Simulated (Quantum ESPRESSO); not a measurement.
**Equation of state of antifluorite Mg2Ge (space group 225): energy against volume (Quantum ESPRESSO, LDA)**

```
Mg2Ge
1.0
    0.00000     3.07074     3.07074
    3.07074     0.00000     3.07074
    3.07074     3.07074     0.00000
Mg Ge
2 1
Direct
  0.25000   0.25000   0.25000
  0.75000   0.75000   0.75000
  0.00000   0.00000   0.00000
```

Method: LDA (PZ), GBRV 1.5 ultrasoft (LDA) pseudopotentials (plane waves; Quantum ESPRESSO). Settings: ecutwfc = 65 Ry; ecutrho = 325 Ry; occupations = smearing; smearing = fd; degauss = 0.000734986 Ry; potentials = {Mg: mg_lda_v1.4.uspp.F.UPF, Ge: ge_lda_v1.4.uspp.F.UPF}; K_POINTS = automatic 9 9 9 0 0 0; conv_thr = 1e-10 Ry; mixing_beta = 0.5. The cell above is the first row's. The rows scale it uniformly. In all rows fractional positions and the k mesh are held. E is the free energy at the stated smearing, counted from the lowest row.

| V (Å^3/atom) | E (meV/atom) |
|---|---|
| 19.304 | 18.48 |
| 19.723 | 8.62 |
| 20.143 | 2.59 |
| 20.562 | 0.00 |
| 20.982 | 0.52 |
| 21.402 | 3.81 |
| 21.821 | 9.63 |
| 22.241 | 17.74 |
| 22.661 | ? |

Question: Using the third-order Birch-Murnaghan form, a cubic in V^(-2/3), estimate the missing E at V = 22.661 from the other rows, showing the fit.

Answer: With u = V^(-2/3) - 0.132, the rows have u = 0.006964, 0.004989, 0.003078, 0.001236, -0.000548, -0.002273, -0.003939, -0.005556. Least squares gives E = 0.037 - 606.69·u + 465565·u² + 252508·u³. Residuals (row less fit): 0.004, -0.010, 0.002, 0.001, 0.011, -0.008, -0.005, 0.004; standard error 0.009 (degrees of freedom: 4). Its minimum lies at u = 0.000651, so V0 = (0.132651)^(-3/2) = 20.70. There d²E/du² = 932100 and d³E/du³ = 1515000, so B0 = (4/9) × 20.70^(-7/3) × 932100 × 0.160218 = 56.4 GPa (the last factor turns the table's units into GPa), and B0' = 4 + (2/3) × 0.132651 × (1515000)/932100 = 4.1. The program's pressures in the fitted runs (not shown) pass through zero at V = 20.68, 0.11 % from this V0. At the withheld row, u = -0.007124, so E = 0.037 - 606.69 × (-0.007124) + 465565 × (-0.007124)² + 252508 × (-0.007124)³ = 27.896 meV/atom. The calculation gives 27.89 meV/atom, 0.006 meV/atom below the prediction (under 0.05 % of the range of E in the table). The row lies outside the fitted rows, so this is an extrapolation. From the scatter of the fitted rows alone, a prediction at this place has a standard error of 0.022 meV/atom, so the miss is 0.3 times that.

Carrying the step between the two nearest rows on in a straight line would have given 25.85, off by 2.04; series whose last step already gives the withheld value aren't shown. The scan was laid around a cell of about the measured size, scaled by a guess for this functional. The runs keep the symmetry of the cell, so they don't test it for distortions. Cutoffs and mesh are single choices, not tested for convergence of this quantity. Series with a scatter that would blur these digits, or in which a gap closes, are not shown. Nor are scans whose minimum lies at an end fitted in this form.
